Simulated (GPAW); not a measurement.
**Pressure against volume in fcc Sr (space group 225) (GPAW, LDA)**

```xyz
1
Lattice="0.0000 2.8238 2.8238 2.8238 0.0000 2.8238 2.8238 2.8238 0.0000" Properties=species:S:1:pos:R:3 pbc="T T T"
Sr     0.0000     0.0000     0.0000
```

Computed with LDA (Perdew-Wang 92), GPAW PAW datasets LDA (gpaw-data 1.0.1) (plane waves; GPAW). Settings: mode = pw; ecut = 585 eV; xc = LDA; kpts = 26 26 26; mesh shift (steps) = 0 0 0; occupations.name = fermi-dirac; occupations.width = 0.05 eV; nbands = -9; convergence.density = 1e-06 e/electron; convergence.energy = 1e-06 eV/electron; symmetry.symmorphic = false; symmetry.tolerance = 0.0005; maxiter = 120. The cell above is the first row's. The rows scale it uniformly. In all rows the k mesh is held.

| V (Å^3/atom) | P (GPa) |
|---|---|
| 45.0325 | ? |
| 46.0115 | 0.92 |
| 46.9904 | 0.57 |
| 47.9694 | 0.25 |
| 48.9484 | -0.04 |
| 49.9274 | -0.30 |
| 50.9064 | -0.55 |
| 51.8853 | -0.77 |
| 52.8643 | -0.97 |

The 8 complete rows are fitted with a cubic, P against V. With u = V - 49.4, the rows have u = -3.3885, -2.4096, -1.4306, -0.4516, 0.5274, 1.5064, 2.4853, 3.4643. Least squares gives P = -0.165 - 0.2721·u + 0.01278·u² - 0.000404·u³. Residuals (row less fit): 0.001, -0.001, -0.002, -0.001, 0.005, -0.003, -0.001, 0.001; standard error 0.003 (degrees of freedom: 4). The fitted pressure is zero at V0 = 48.81, where dP/dV = -0.2876, so B0 = -V0·dP/dV = 14.0 GPa.

Problem. What does the fit predict for P at V = 45.0325, and how far is the calculated value from it?

Solution. u = -4.3675, so P = -0.165 - 0.2721 × (-4.3675) + 0.01278 × (-4.3675)² - 0.000404 × (-4.3675)³ = 1.301 GPa. The calculation gives 1.30 GPa, which the fit meets to the printed digits. The row lies outside the fitted rows, so this is an extrapolation. From the scatter of the fitted rows alone, a prediction at this place has a standard error of 0.008 GPa, so the miss is 0.1 times that.

Carrying the step between the two nearest rows on in a straight line would have given 1.27, off by 0.03; series whose last step already gives the withheld value aren't shown. The reference cell has the volume at which an earlier scan in this program and functional put its minimum by a fit. Cutoffs and mesh are single choices, not tested for convergence of this quantity. Series with a scatter that would blur these digits, or in which a gap closes, are not shown.
